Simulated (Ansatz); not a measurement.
Base system: Pt in the fcc (Cu type) structure (space group Fm-3m, No. 225; relaxed with 0.1 eV smearing).

```
CELL_PARAMETERS angstrom
      0.00000     1.95989     1.95989
      1.95989     0.00000     1.95989
      1.95989     1.95989     0.00000
ATOMIC_POSITIONS crystal
  Pt 0.00000 0.00000 0.00000
```

Cartesian axes are those of the cell as printed.

Level of theory: Ansatz (a quantum-chemistry and plane-wave program) PBEsol, without spin-orbit coupling.

For the base:

The pressure is 0.0 GPa.

It is then changed as follows: biaxial strain +0.83 %, plane normal [111], relaxed out of plane (Cartesian); in-plane vectors clamped, the third vector and the atoms free.

### Question
What does the calculation give for the pressure, energy relative to the base and out-of-plane strain after the change?

### Answer
The pressure (mean of the normal stresses, compression positive) goes from zero to -2.0 GPa; the energy goes up by 2.3 meV/atom; the out-of-plane strain is -0.92 %.

Stability against distortions was not tested. All final runs are without spin polarisation.
